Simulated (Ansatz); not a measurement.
The starting structures come from a database of crystals and need not be the phases stable at ambient conditions.

Inside the gap of an insulator the Bloch states are evanescent, with a wavenumber k + iκ along the transport direction.

Here is the system:

```
CoAsS
1.0
    7.85951     0.00000     0.00000
   -3.92975     6.80653     0.00000
    3.92975     2.26884     3.20863
Co As S
4 4 4
Direct
  0.00000   0.50692   0.99308
  0.50000   0.49308   0.99308
  0.98616   0.99308   0.02076
  0.51384   0.00692   0.99308
  0.50000   0.12048   0.62048
  0.00000   0.87952   0.62048
  0.25904   0.37952   0.62048
  0.24096   0.62048   0.13856
  0.50000   0.88262   0.38262
  0.00000   0.11738   0.38262
  0.73476   0.61738   0.38262
  0.76524   0.38262   0.85214
```

Space group of this cell: P2_13. The cell is taken as given.

Transport runs along the normal of the first two printed cell vectors, the (111) plane of the conventional cell.

The gap is the functional's own. No spin-orbit coupling. Mid-gap values are interpolated on the energy grid.

Question: Compute, with r2SCAN (Ansatz, an electronic-structure program), the band gap and the smallest decay constant κ at mid-gap.

Answer: Gap 1.16 eV on a 10×10×10 mesh; κ = 0.212 1/Å, at the zone centre.
